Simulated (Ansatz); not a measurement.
Cells marked so need not be the phases stable at ambient conditions, and some may be hypothetical.

By PBEsol, each system below comes out a metal.

G/A = (e²/h) × open channels of both spins per area, as a mean over 0.1 eV about the Fermi level, without spin-orbit coupling, for the cells as given.

A. ScAl (Pm-3m, CsCl type, not sure to be the ambient phase, 2 atoms a cell, 19.1 Å³ an atom, -2 GPa at this level), current normal to (110)
B. WC (P-6m2, 2 atoms a cell, 10.5 Å³ an atom, -6 GPa at this level), current normal to (001)
C. Mg (Im-3m, bcc (W type), not sure to be the ambient phase, 1 atom a cell, 22.3 Å³ an atom), current normal to (110)
D. ZrN (Fm-3m, rock salt, 2 atoms a cell, 12.1 Å³ an atom, -6 GPa at this level), current normal to (001)

Rank these by ballistic conductance per area (highest first), as PBEsol (Ansatz, a first-principles code) gives it.

D (1.1 × 10¹⁵ S/m²), C (0.88 × 10¹⁵ S/m²), A (0.38 × 10¹⁵ S/m²), B (0.25 × 10¹⁵ S/m²)
